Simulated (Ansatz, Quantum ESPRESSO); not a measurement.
## Code comparison for Lu (P6_3/mmc, 2 atoms in the cell)

Self-consistent single point.

```
Lu
1.0
    1.75000    -3.03109     0.00000
    1.75000     3.03109     0.00000
    0.00000     0.00000     5.55000
Lu
2
Direct
  0.33333   0.66667   0.25000
  0.66667   0.33333   0.75000
```

Shared settings, as Ansatz (a first-principles code) writes them: kpoints.mp_grid.grid = 10 10 6; magnetization.spin_orbit = true; scf.occupations.method = gaussian; scf.occupations.width = 0.0147 Ry. Potentials and cutoffs stand in the table.

```csv
code,model,pressure (GPa),cutoff
Quantum ESPRESSO,"PBE, spin-orbit coupling, PSlibrary fully relativistic PAW (PBE) pseudopotentials",-0.58,55 Ry
Ansatz,"PBE with spin-orbit coupling, default PAW files",-0.79,default
```

The spread over the programs that give each value: pressure within 0.21 GPa.

Ansatz's pressure is given at a fixed set of plane waves, as the other plane-wave codes print theirs; with its correction for the finite basis it is -0.75 GPa.

The starting cell has typed, rounded lattice constants, without a prior relaxation at this level.

Left out of this page: Elk and FLEUR (not drawn, or without a comparable value).

Keys are those of Ansatz 0.2.
